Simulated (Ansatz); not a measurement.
Base system: Tl in the hcp (Mg type) structure (space group P6_3/mmc, No. 194; a = 3.4761 Å, c = 5.4715 Å; relaxed with 0.1 eV smearing).

All numbers come from PBEsol/PAW in Ansatz (a program for electronic structure), without spin-orbit coupling.

Base values:

- Pressure = 0.0 GPa

Perturbation: an isotropic linear strain of +3.00 %, atoms relaxed at fixed cell.

Task: Estimate the effect on the energy relative to the base.

Result: The energy goes up by 23 meV/atom.

Task: What happens to the pressure?

Result: The pressure (mean of the normal stresses, compression positive) goes from zero to -2.5 GPa.

Whether these cells are dynamically stable was not tested.
